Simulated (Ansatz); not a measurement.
A computed series for hypothetical cubic perovskite CaHfSe3: pressure series

Start from CaHfSe$_{3}$ in the cubic perovskite structure (space group Pm-3m, No. 221; a = 5.123 Å; a hypothetical phase, not in the database extracts checked).

Cell and atoms are relaxed at each pressure.

Computed with DFT with PBEsol, PAW potentials and a 420 eV plane-wave cutoff in Ansatz (a first-principles code), without spin-orbit coupling.

Notes on the quantities. enthalpy: H = E + PV relative to the base's energy.

| change | enthalpy | band gap | lattice parameter a |
|---|---|---|---|
| base | – | 0.08 eV | 5.123 Å |
| pressure −2 GPa | -0.34 eV/atom | 0.15 eV | 5.177 Å |
| pressure −1 GPa | -0.17 eV/atom | 0.11 eV | 5.149 Å |
| pressure 1.5 GPa | +0.25 eV/atom | zero | 5.088 Å |
| pressure 3 GPa | +0.49 eV/atom | zero | 5.055 Å |
| pressure 5 GPa | +0.81 eV/atom | zero | 5.015 Å |
| pressure 7.5 GPa | +1.20 eV/atom | zero | 4.970 Å |
| pressure 10 GPa | +1.58 eV/atom | zero | 4.929 Å |

With Hf present, leaving out spin-orbit coupling can change the band edges. Load acts through the strain it causes; cell and atoms are relaxed under it. Stability against distortions was not tested. Competing high-pressure phases were not computed. The final runs are not spin-polarised. Many cubic perovskites are stable only at high temperature; tilts and polar distortions were not tested. Gaps under 0.05 eV, about the width of the smearing, are given as zero. A zero or small gap of CaHfSe3 can be the functional's error rather than a property of the material.
